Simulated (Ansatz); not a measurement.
We consider CsCl-type BaO (model structure), described by LDA (plane waves, PAW; Ansatz, an electronic-structure program).

Run with plane-wave cutoff 500 eV, 12×12×12 k mesh, Fermi–Dirac smearing 0.05 eV, scalar-relativistic PAW data made under PBE.

Cell (relaxed at this level):

```cif
data_BaO
_chemical_formula_sum 'Ba1 O1'
_space_group_name_H-M_alt 'P 1'
_space_group_IT_number 1
_cell_length_a 3.23822
_cell_length_b 3.23822
_cell_length_c 3.23822
_cell_angle_alpha 90.000
_cell_angle_beta 90.000
_cell_angle_gamma 90.000
loop_
_space_group_symop_operation_xyz
  'x, y, z'
loop_
_atom_site_label
_atom_site_type_symbol
_atom_site_fract_x
_atom_site_fract_y
_atom_site_fract_z
_atom_site_occupancy
Ba1 Ba 0.00000 0.00000 0.00000 1
O1 O 0.50000 0.50000 0.50000 1
```

Give the computed band gap.


- band gap: 1.71 eV (on the SCF k mesh)

Note: the relaxation could raise the start's symmetry but not lower it, so the cell can be a saddle point.

Spin–orbit coupling is not included.

Static lattice: no zero-point or thermal effects.

It cost roughly 19 core-seconds of CPU time.

A model structure was made by putting elements into a prototype or built by hand; it is no filed structure, need not be a known phase, and can be a saddle point held by its symmetry.
